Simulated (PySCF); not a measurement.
PySCF 2.14.0, R2SCAN/def2-svp, df: Ge(I)4 ([I][Ge]([I])([I])[I]), 5 atoms. The geometry is a generated start, not checked to be a minimum at this level.

- task = energy
- method = r2scan
- basis = def2-svp
- two-electron scheme = density fitting
- mol.max_memory = 3000 MB
- mf.max_cycle = 100
- mf.conv_tol = 1e-09 (default)
- mf.grids.level = 3 (default)
- effective core potentials = those of the basis set, past Kr
- basis functions = 136
- grid points = 108472

```xyz
5

I     -0.9139     2.2737    -0.7445
Ge    -0.0002     0.0002    -0.0001
I     -1.7819    -1.8003    -0.3747
I      0.6071     0.0962     2.4862
I      2.0889    -0.5699    -1.3669
```

With the defaults (mf.DIIS = CDIIS, mf.diis = true, mf.damp = 0, mf.diis_start_cycle = 1, mf.level_shift = 0, mf.init_guess = minao, mf.diis_space = 8) it converges in 14 Fock builds. One run each on 2 threads, 1 BLAS thread, with these changes:
- mf.DIIS = EDIIS
- mf.diis_space = 5
- mf.level_shift = 1 Hartree
- mf.level_shift = 0.1 Hartree
- mf.init_guess = atom
- mf.diis = false
- mf.level_shift = 0.3 Hartree
- mf.damp = 0.3, mf.diis_start_cycle = 4
- mf.diis_space = 12

**Question.** Which of these changes keep the SCF from converging, or lead it to another solution?

**Answer.** No convergence: mf.DIIS = EDIIS; mf.diis = false (the run ends without SCF convergence in 100 cycles). The rest reach the solution of the defaults.

| setting | Fock builds | end |
|---|---|---|
| mf.init_guess = atom | 10 | same solution |
| mf.level_shift = 0.1 Hartree | 13 | same solution |
| the defaults | 14 | same solution |
| mf.diis_space = 12 | 14 | same solution |
| mf.diis_space = 5 | 14 | same solution |
| mf.level_shift = 0.3 Hartree | 17 | same solution |
| mf.damp = 0.3, mf.diis_start_cycle = 4 | 22 | same solution |
| mf.level_shift = 1 Hartree | 34 | same solution |
| mf.DIIS = EDIIS | 101 | no convergence |
| mf.diis = false | 101 | no convergence |
